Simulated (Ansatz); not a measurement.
**Response to strain in BeTe**

Start from BeTe in the zinc blende structure (space group F-43m, No. 216; a = 5.604 Å).

Strains are applied to the cell and any free atomic positions relax.

All numbers come from PBEsol (Ansatz, a program for electronic structure), no SOC.

```csv
isotropic strain (%),pressure (GPa)
-3,6.6
-2.5,5.3
-2,?
-1.5,3.0
-1,1.9
0,0.0
0.5,-0.9
1.5,-2.5
3,-4.5
```

### Question
Fit P = P₀ − Bδ + Cδ² with δ = (1 + ε)³ − 1 to the rows shown and predict the withheld row.

### Answer
Least squares on the printed values gives P₀ = 0.0 GPa, B = 62.0 GPa, C = 151 GPa (largest residual 0.1 GPa); this predicts 4.2 GPa, and the run gives 4.1 GPa, in agreement.

Whether these cells are dynamically stable was not tested.
